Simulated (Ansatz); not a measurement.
Start from YCu in the CsCl type structure (space group Pm-3m, No. 221; a = 3.425 Å; relaxed with 0.1 eV smearing).

Method: Kohn–Sham DFT with the PBEsol functional, run in Ansatz (an electronic-structure program) with PAW and 420 eV plane waves, scalar-relativistic without spin-orbit coupling.

Base values:

| Item | Result |
|---|---|
| Pressure | 0.0 GPa |

It is then changed as follows: the cell is scaled by 0.9982 in all directions; the atoms relax in the strained cell.

What happens to the pressure?

The pressure goes from zero to 0.4 GPa.

Estimate the effect on the energy relative to the base.

The energy is nearly the same.

No phonon test of stability was made. All final runs are without spin polarisation.
